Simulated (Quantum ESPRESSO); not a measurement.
## Parameter sweep on AlCo2O4 (Fd-3m, 14 atoms in the cell)

```yaml
crystal:
  lattice:
    - [-4.13502, 0.00000, 4.13502]
    - [0.00000, 4.13502, 4.13502]
    - [-4.13502, 4.13502, 0.00000]
  atoms:
    - { symbol: Al, position: [0.25000, 0.25000, 0.25000] }
    - { symbol: Al, position: [0.00000, 0.00000, 0.00000] }
    - { symbol: Co, position: [0.62500, 0.62500, 0.12500], spin: 3.0 }
    - { symbol: Co, position: [0.62500, 0.12500, 0.62500], spin: 3.0 }
    - { symbol: Co, position: [0.62500, 0.62500, 0.62500], spin: 3.0 }
    - { symbol: Co, position: [0.12500, 0.62500, 0.62500], spin: 3.0 }
    - { symbol: O, position: [0.37599, 0.87203, 0.37599] }
    - { symbol: O, position: [0.87401, 0.87401, 0.87401] }
    - { symbol: O, position: [0.87203, 0.37599, 0.37599] }
    - { symbol: O, position: [0.87401, 0.87401, 0.37797] }
    - { symbol: O, position: [0.37599, 0.37599, 0.87203] }
    - { symbol: O, position: [0.37797, 0.87401, 0.87401] }
    - { symbol: O, position: [0.37599, 0.37599, 0.37599] }
    - { symbol: O, position: [0.87401, 0.37797, 0.87401] }
```
(The spins are starting values, not results.)

Base run A: PBEsol+U, PSlibrary PAW (PBE) pseudopotentials (Quantum ESPRESSO), self-consistent single point.

Its settings: ecutwfc = 55 Ry; ecutrho = 330 Ry; occupations = smearing; smearing = cold; degauss = 0.0099958 Ry; nspin = 2; input_dft = pbesol; K_POINTS = automatic 5 5 5 0 0 0; HUBBARD = ortho-atomic; U Co-3d 3.32 eV; conv_thr = 1e-11 Ry; mixing_beta = 0.2.

The starting cell comes from a database of computed structures (which also holds hypothetical and non-ambient phases and stackings), without a prior relaxation at this level. The magnetic order is the one reached from the typed start; others were not searched systematically. With U or open f shells several self-consistent states can exist. In the base run, with a pressure of about -6 GPa the cell is away from its equilibrium volume at this level.

Runs:
- B: ecutrho: 330 Ry → 385 Ry; input_dft: pbesol → default; pseudopotentials: {Al: Al.pbe-n-kjpaw_psl.1.0.0.UPF, Co: Co.pbe-n-kjpaw_psl.1.0.0.UPF, O: O.pbe-n-kjpaw_psl.0.1.UPF} → {Al: Al.pz-n-kjpaw_psl.1.0.0.UPF, Co: Co.pz-n-kjpaw_psl.1.0.0.UPF, O: O.pz-n-kjpaw_psl.1.0.0.UPF} [LDA (PZ)+U]
- C: input_dft: pbesol → blyp [BLYP+U]
- D: input_dft: pbesol → wc [Wu-Cohen GGA+U]

```json
[
 {"run": "A", "pressure (GPa)": "-6.08", "largest force (eV/Å)": "0.266", "size of the net moment (μB/atom)": "1.00", "Hubbard energy (eV/atom)": "0.377"},
 {"run": "B", "pressure (GPa)": "-12.78", "largest force (eV/Å)": "0.298", "size of the net moment (μB/atom)": "1.00", "Hubbard energy (eV/atom)": "0.388"},
 {"run": "C", "pressure (GPa)": "?", "largest force (eV/Å)": "0.214", "size of the net moment (μB/atom)": "1.00", "Hubbard energy (eV/atom)": "0.372"},
 {"run": "D", "pressure (GPa)": "?", "largest force (eV/Å)": "0.229", "size of the net moment (μB/atom)": "1.00", "Hubbard energy (eV/atom)": "0.375"}
]
```

Problem. What belongs in the gaps?

Solution. 
- C, pressure (GPa): 5.86
- D, pressure (GPa): -5.99

Left out of this page: 3 runs of the series held back from this collection.
